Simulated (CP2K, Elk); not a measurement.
An Elk input for a self-consistent single point of LiBe (P2_1/m, 4 atoms in the cell) (DFT, PBEsol, all-electron FP-LAPW, Elk's shipped species files, APW+lo basis with extra local orbitals):

```
tasks
  0

xctype
  22

tforce
  .true.

rgkmax
  7.5

gmaxvr
  18.0

lmaxapw
  10

lmaxo
  8

nxlo
  2

lorbcnd
  .true.

lradstp
  2

nrmtscf
  2.0

lmaxi
  4

stype
  0

swidth
  0.00999582

avec
    4.2520160612    0.0000000000    0.0000000000
    0.0000000000    6.6906036901    0.0000000000
   -0.7440021828    0.0000000000   10.2106683521

sppath
  'species/'

atoms
  2   : nspecies
  'Li.in'   : spfname
  2   : natoms; atposl, bfcmt below
  0.7368500000  0.2500000000  0.1548600000    0.0 0.0 0.0
  0.2631500000  0.7500000000  0.8451400000    0.0 0.0 0.0
  'Be.in'   : spfname
  2   : natoms; atposl, bfcmt below
  0.7564200000  0.2500000000  0.5761700000    0.0 0.0 0.0
  0.2435800000  0.7500000000  0.4238300000    0.0 0.0 0.0

ngridk
  11 7 5
```

### Question
Give the CP2K input for the same structure, mesh, smearing and functional.

### Answer
This is the input that was run; spellings and numerical settings could be chosen otherwise.

```
&GLOBAL
  PROJECT libe
  RUN_TYPE ENERGY_FORCE
  PRINT_LEVEL LOW
&END GLOBAL
&FORCE_EVAL
  METHOD Quickstep
  STRESS_TENSOR ANALYTICAL
  &DFT
    BASIS_SET_FILE_NAME BASIS_MOLOPT
    POTENTIAL_FILE_NAME GTH_POTENTIALS
    &QS
      METHOD GPW
      EPS_DEFAULT 1E-10
    &END QS
    &MGRID
      CUTOFF 600
      REL_CUTOFF 60
      NGRIDS 5
    &END MGRID
    &SCF
      SCF_GUESS ATOMIC
      EPS_SCF 1E-6
      MAX_SCF 100
      ADDED_MOS 4
      &DIAGONALIZATION
        ALGORITHM STANDARD
      &END DIAGONALIZATION
      &MIXING
        METHOD BROYDEN_MIXING
        ALPHA 0.2
        NBUFFER 10
      &END MIXING
      &SMEAR ON
        METHOD GAUSSIAN
        SIGMA [eV] 0.272
      &END SMEAR
    &END SCF
    &KPOINTS
      SCHEME MONKHORST-PACK 11 7 5
    &END KPOINTS
    &XC
      &XC_FUNCTIONAL
        &PBE
          PARAMETRIZATION PBESOL
        &END PBE
      &END XC_FUNCTIONAL
    &END XC
    &PRINT
      &MO
        EIGENVALUES T
        OCCUPATION_NUMBERS T
        NDIGITS 8
        FILENAME mo
        &EACH
          QS_SCF 0
        &END EACH
        ADD_LAST NUMERIC
      &END MO
      &MULLIKEN OFF
      &END MULLIKEN
    &END PRINT
  &END DFT
  &SUBSYS
    &CELL
      A 2.25007000 0.00000000 0.00000000
      B 0.00000000 3.54051500 0.00000000
      C -0.39370900 0.00000000 5.40325300
      PERIODIC XYZ
    &END CELL
    &COORD
      SCALED
      Li       0.73685000     0.25000000     0.15486000
      Li       0.26315000     0.75000000     0.84514000
      Be       0.75642000     0.25000000     0.57617000
      Be       0.24358000     0.75000000     0.42383000
    &END COORD
    &KIND Li
      BASIS_SET DZVP-MOLOPT-SR-GTH
      POTENTIAL GTH-PBE-q3
    &END KIND
    &KIND Be
      BASIS_SET DZVP-MOLOPT-SR-GTH
      POTENTIAL GTH-PBE-q4
    &END KIND
  &END SUBSYS
  &PRINT
    &FORCES ON
    &END FORCES
    &STRESS_TENSOR ON
    &END STRESS_TENSOR
  &END PRINT
&END FORCE_EVAL
```

Basis settings and potentials, where a program has them, do not carry over. This input uses DFT PBEsol, GPW, DZVP-MOLOPT-SR-GTH basis, GTH-PBE potentials (GTH_POTENTIALS).

The starting cell comes from a database of computed structures (which also holds hypothetical and non-ambient phases and stackings), without a prior relaxation at this level. For this run, on top of that: lattice scaled by 0.98.
